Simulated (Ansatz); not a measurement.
Rh: Rh interstitial (started 1.92 Å from the nearest host atom), symmetric start

The parent structure is an 8-atom supercell of Rh in the fcc (Cu type) structure (space group Fm-3m, No. 225; a = 3.8303 Å) at its relaxed geometry.

Now apply this change: one Rh atom is added in an open site, starting 1.92 Å from the nearest host atom, atoms relaxed at fixed cell.

All numbers come from PBE (Ansatz, a program for electronic structure), no SOC, earlier PAW set. Γ-centred 8×8×8 mesh, Fermi–Dirac width 0.05 eV.

The largest displacement of a host atom from its site in the perfect cell is 0.24 Å and the final site of the added atom comes out as 6 Rh at 2.15 Å (octahedral).

Final structure:

```yaml
crystal:
  lattice:
    - [0.00000, 3.83026, 3.83026]
    - [3.83026, 0.00000, 3.83026]
    - [3.83026, 3.83026, 0.00000]
  atoms:
    - { symbol: Rh, position: [0.00000, 0.00000, 0.00000] }
    - { symbol: Rh, position: [0.96882, 0.96882, 0.53118] }
    - { symbol: Rh, position: [0.96882, 0.53118, 0.96882] }
    - { symbol: Rh, position: [0.96882, 0.53118, 0.53118] }
    - { symbol: Rh, position: [0.53118, 0.96882, 0.96882] }
    - { symbol: Rh, position: [0.53118, 0.96882, 0.53118] }
    - { symbol: Rh, position: [0.53118, 0.53118, 0.96882] }
    - { symbol: Rh, position: [0.50000, 0.50000, 0.50000] }
    - { symbol: Rh, position: [0.25000, 0.25000, 0.25000] }
```

The cell is small, so the values are those of an ordered compound at a high defect concentration; dilute-limit values will differ. The defect started on the symmetric site and kept its symmetry, so it may sit on a saddle. All final runs are without spin polarisation. The defect cell is not spin-polarised.
